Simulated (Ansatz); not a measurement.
**rock-salt TaN (1 1 0) on 3C silicon carbide (1 1 0) (film strained to the substrate, faces as cut)**

A periodic stack without vacuum, rock-salt TaN (1 1 0) on 3C silicon carbide (1 1 0) (film strained to the substrate, faces as cut): substrate slab C10Si10, film N6Ta6, surface cells [[0, -1], [1, -1]] and [[0, -1], [1, -1]], film strained by -0.8 and -0.8 %, faces CSi/CSi and NTa/NTa as cut (like faces can put a slab off its formula).

The start was prepared with a machine-learned potential, and the result is one local minimum, with the in-plane cell held and forces under 0.04 eV/Å; the film can end far from its bulk form.

All values below come from PBE (plane waves to 420 eV, PAW; Ansatz, a first-principles code). No spin–orbit coupling; the runs are not spin-polarised; PBE gaps are too small against experiment. Its k-point mesh 12×7×1, Fermi–Dirac width 0.05 eV.

interface area: 13.6 Å²
period: 25.26 Å
gaps between the outermost planes at the two interfaces: 1.59 and 1.57 Å
C–Ta contacts across the interfaces within 1.22 times the sum of covalent radii: 4, mean 2.49 Å
Si–Ta contacts across the interfaces within 1.22 times the sum of covalent radii: 4, mean 2.99 Å
N–Si contacts across the interfaces within 1.22 times the sum of covalent radii: 2, mean 1.80 Å
estimate of the barrier: withheld, since the Fermi level falls at or inside a band of the host, which a slab this thin can't settle

```
CELL_PARAMETERS angstrom
      3.09697    -0.00039     0.04489
      3.09714     4.38002     0.17271
     -0.37964    -1.03390    25.23366
ATOMIC_POSITIONS crystal
  C  0.99159 0.35015 0.03043
  C  0.97824 0.86359 0.09337
  C  0.97842 0.36367 0.15390
  C  0.97408 0.86821 0.21541
  C  0.97030 0.37220 0.27664
  C  0.96630 0.87640 0.33801
  C  0.96212 0.38077 0.39924
  C  0.95841 0.88466 0.46072
  C  0.95052 0.39276 0.52128
  C  0.95554 0.88785 0.58404
  Si 0.23003 0.11179 0.09180
  Si 0.23554 0.60603 0.03462
  Si 0.22408 0.11818 0.21528
  Si 0.22915 0.61289 0.15442
  Si 0.21631 0.12634 0.33794
  Si 0.22030 0.62215 0.27673
  Si 0.20923 0.13380 0.46025
  Si 0.21209 0.63075 0.39938
  Si 0.20081 0.14268 0.58007
  Si 0.20217 0.64104 0.52279
  N  0.05430 0.28965 0.64694
  N  0.11526 0.72624 0.71971
  N  0.05744 0.28731 0.77277
  N  0.11383 0.72597 0.84249
  N  0.05844 0.28470 0.89509
  N  0.09356 0.74716 0.96821
  Ta 0.60504 0.23912 0.70860
  Ta 0.55795 0.78439 0.65868
  Ta 0.61347 0.23179 0.83357
  Ta 0.55779 0.78179 0.78143
  Ta 0.60686 0.23535 0.95557
  Ta 0.56152 0.77893 0.90649
```
